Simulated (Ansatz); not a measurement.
Input:

```
Sb
1.0
    3.19150     0.00000     0.00000
    1.59575     2.76392     0.00000
    1.59575    -0.92131     2.90389
Sb
1
Cartesian
  0.00000   0.00000   0.00000
```

No spin polarisation.

Method: PBEsol, PAW, 420 eV (Ansatz, a first-principles code; without spin-orbit coupling). k-mesh 24×24×24 (Γ-centred); smearing 0.1 eV (Fermi–Dirac).

Problem. What is the computed mean in-plane stress (compression positive)?

Solution. +3.5 GPa.

Problem. What band gap does the calculation give?

Solution. Zero.

The cells carry an imposed strain or load. Whether these cells are dynamically stable was not tested. The cell was made from Sb in the fcc (Cu type) structure (space group Fm-3m, No. 225) by this change: biaxial strain −4.26 %, plane normal [111], relaxed out of plane. This is not the structure that Sb has at room temperature and ambient pressure.
